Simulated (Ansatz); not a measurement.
Base system: ZnS in the wurtzite structure (space group P6_3mc, No. 186; a = 3.806 Å, c = 6.245 Å). Axes: x lies along a and z along c of the hexagonal cell.

Level of theory: r2SCAN (Ansatz, a quantum-chemistry and plane-wave program, PAW, no spin-orbit coupling).

Before the change:

Band gap: 2.78 eV
Electron mass: 0.18 mₑ along c, 0.21 mₑ across (at Γ)

Now apply this change: uniaxial strain ε_xx = +4.55 %, all other strain components held at zero, atoms relaxed at fixed cell.

Question: What does the calculation give for the band gap, electron mass and hole mass after the change?

Answer: The band gap decreases by 0.25 eV, from 2.78 eV to 2.53 eV; the electron mass goes from 0.18 mₑ along c, 0.21 mₑ across (at Γ) to 0.20 mₑ along y, 0.18 mₑ across (at Γ); the hole mass amounts to 1.6 mₑ along x, 0.20 mₑ along y, 1.7 mₑ along z (at Γ).

Masses are band curvatures over ±0.01 Å⁻¹ around the edge. No phonon test of stability was made.
